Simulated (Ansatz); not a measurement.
**The (110) surface of fluorite-type NiSi2 in its 1x1 cell (cut with top plane Ni + 2 Si, bottom plane Ni + 2 Si), outermost plane spacing 1.93 Å in the ideal cut**

Computed with r2SCAN, at the PBE geometry (plane waves to 500 eV, PAW; Ansatz, a quantum-chemistry and plane-wave program).

Model: 18-atom slab, Ni6Si12, 9.6 Å thick at the start (thin: gaps and levels are the slab's own), 10x7x1 mesh, Fermi-Dirac 0.1 eV, dipole correction, single point; on the structure that PBE left under its start's symmetry; no spin (magnetic order not tried), no spin-orbit, no U.

```json
{
 "surface energy (mean of both faces)": "1.27 J/m^2",
 "work_function_of_the_top_face": "4.65 eV",
 "cost": "about 3 core-minutes (a rough figure)"
}
```
